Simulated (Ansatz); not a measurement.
Consider CdSe in the wurtzite structure (space group P6_3mc, No. 186).

```yaml
crystal:
  lattice:
    - [4.38288, 0.00000, 0.00000]
    - [-2.19144, 3.79568, 0.00000]
    - [0.00000, 0.00000, 7.15467]
  atoms:
    - { symbol: Cd, position: [0.66667, 0.33333, 0.00047] }
    - { symbol: Cd, position: [0.33333, 0.66667, 0.50047] }
    - { symbol: Se, position: [0.66667, 0.33333, 0.62473] }
    - { symbol: Se, position: [0.33333, 0.66667, 0.12473] }
```

Calculations: PBE (Ansatz, an electronic-structure program, PAW, no spin-orbit coupling), earlier PAW set.

Carriers are added at fixed cell with a uniform background; the Fermi–Dirac width is that of 300 K.

One change was made to it. Results:

```tsv
quantity	base	after
gap between the host's bands	0.54 eV	0.46 eV
Fermi level relative to the doped band's edge (positive inside the band; to 0.05 eV)	–	+2.05 eV
gap character	direct at Γ	direct at Γ
```

Problem. Name the change that was made.
(A) holes 3.0×10^21 cm⁻³
(B) holes 2.0×10^21 cm⁻³
(C) electrons 3.0×10^21 cm⁻³
(D) electrons 5.0×10^21 cm⁻³

Solution. C, electrons 3.0×10^21 cm⁻³. For comparison, the gap between the host's bands in the other runs: holes 3.0×10^21 cm⁻³ gives 0.67 eV; holes 2.0×10^21 cm⁻³ gives 0.63 eV; electrons 5.0×10^21 cm⁻³ gives 0.42 eV.

Charged cell with a jellium background: band edges are those of the host's band count, energies are not comparable with the neutral cell, and many-body gap narrowing is missing. Stability against distortions was not tested.
